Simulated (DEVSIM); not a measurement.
System: abrupt Ge p-n junction, at 350 K.

Layer 1 from the left is Ge, thickness (μm) 24.0, Na (cm⁻³) 2.5e16, τn (s) 0.00096, τp (s) 0.00096. Layer 2 from the left is Ge, thickness (μm) 0.940, Nd (cm⁻³) 6.8e16, τn (s) 0.00096, τp (s) 0.00096.

Left contact: ohmic. Right contact: ohmic. Voltage is applied to the left contact. Recombination: SRH at mid-gap, radiative. Mobility is μmin + (μ − μmin)/(1 + (N/Nref)^α).

Constants are typed, rounded textbook-type inputs, not results; the design itself was drawn at random and stands for no fabricated device. Values at 300 K; Nc and Nv go as T^1.5, mobilities as T to minus their exponent, the gap by Varshni's rule with the affinity fixed.

Ge: gap (eV) 0.664, affinity (eV) 4, permittivity 16, Nc (cm⁻³) 1.04e19, Nv (cm⁻³) 6e18, μn (cm²/Vs) 3900, μp (cm²/Vs) 1900, μn,min 150, μp,min 100, Nref,n 2.6e17, Nref,p 4e17, αn 0.56, αp 0.6, T exponent of μn 1.66, T exponent of μp 2.33, B (cm³/s) 6.4e-14, Varshni α (eV/K) 0.000477, Varshni β (K) 235.

Problem. Estimate by hand the built-in potential, the peak field at zero bias, and compare with a numerical solution.

Solution. 
- Built-in potential: ni = √(Nc Nv) exp(−Eg/2kT) = 2.28e14 cm⁻³ with Eg = 0.644 eV; Vbi = kT/q ln(Na Nd/ni²) = 0.313 V; numerical 0.313 V.
- Peak field at zero bias: depletion approximation: W = √(2εVbi/(qN)) = 0.174 μm with N = 1.83e16 cm⁻³; field = 2Vbi/W = 36000 V/cm; numerical 32600 V/cm (estimate above by 10 %).

Model (solved in DEVSIM): 1D drift-diffusion, Boltzmann statistics, complete ionisation; no tunnelling, impact ionisation, image-force lowering or self-heating.
